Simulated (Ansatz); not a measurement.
Start from Hf in the hcp (Mg type) structure (space group P6_3/mmc, No. 194; a = 3.198 Å, c = 5.049 Å; relaxed with 0.1 eV smearing). Axes: x lies along a and z along c of the hexagonal cell.

Calculations: Ansatz (an electronic-structure program), r2SCAN, PAW, cutoff 500 eV, no spin-orbit coupling.

Before the change:

The shortest interatomic distance is 3.128 Å and the band gap is zero.

It is then changed as follows: uniaxial strain ε_xx = −0.50 %, all other strain components held at zero, atoms relaxed at fixed cell.

How does this affect the stress, shortest interatomic distance, band gap and energy relative to the base?

The stress (xx, yy, zz, yz, xz, xy; compression positive) is (1.0, 0.4, 0.3, 0.0, 0.0, 0.0) GPa; the shortest interatomic distance falls by 0.0044 Å (3.128 Å → 3.123 Å); the band gap remains zero; the energy rises by 0.3 meV/atom.

No phonon test of stability was made. The final runs are not spin-polarised.
